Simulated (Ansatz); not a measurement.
# Hypothetical Pm-3n GaN under a change: biaxial strain −0.54 %, plane normal [001], relaxed out of plane

Base system: GaN (space group Pm-3n, No. 223; a = 5.5131 Å; a hypothetical phase, not in the database extracts checked). Axes: x, y, z lie along the cube axes.

The change: biaxial strain −0.54 %, plane normal [001], relaxed out of plane (Cartesian); in-plane vectors clamped, the third vector and the atoms free.

Calculations: PBEsol (Ansatz, a quantum-chemistry and plane-wave program, PAW, spin-orbit coupling left out). k-mesh 5×5×5 (Γ-centred); smearing 0.05 eV (Fermi–Dirac).

The space group becomes P4_2/mmc (No. 131) (base: Pm-3n (No. 223)) and the energy grows by 0.8 meV/atom. The pressure (mean of the normal stresses, compression positive) grows by 1.198 GPa, from 0.01 GPa to 1.20 GPa and the band gap hardly moves (1.56 eV against 1.55 eV). The gap character is still direct at Γ and the electron mass becomes 0.21 mₑ (at Γ) (base: 0.20 mₑ (at Γ)). The valence-band top at Γ (three highest levels, from the VBM) changes from 0.00, 0.00, 0.00 eV to 0.00, 0.00, -0.11 eV and the out-of-plane strain comes out as +0.29 %. The mean in-plane stress (compression positive) is +1.8 GPa.

Masses are band curvatures over ±0.01 Å⁻¹ around the edge. Whether these cells are dynamically stable was not tested. Labels are those of the standard path for the cell's own space group.
